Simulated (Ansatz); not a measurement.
A (8,0) silicon nanotube has 32 atoms in a period of 6.672 Å, a mean diameter of 9.87 Å, and lies 44 meV/atom over the flat sheet relaxed at the same level.

Calculation: PBE (plane waves to 420 eV, PAW; Ansatz, a first-principles code). Mesh 1×1×12. No spin polarisation. One-dimensional cell, images about 11 Å apart. A hypothetical model, rolled from the flat sheet. It keeps the symmetry and period of its start, so it need not be a minimum against all distortions.

Problem. Which bending rigidity of the sheet does this imply in the thin-plate picture?

Solution. A plate bent to radius R stores D/(2R²) an area. The area an atom is π × 9.87 × 6.672/32 = 6.47 Å², so the stored energy is 0.044/6.47 = 0.0068 eV/Å². With R = 4.935 Å, D = 2R² × 0.0068 = 0.33 eV.
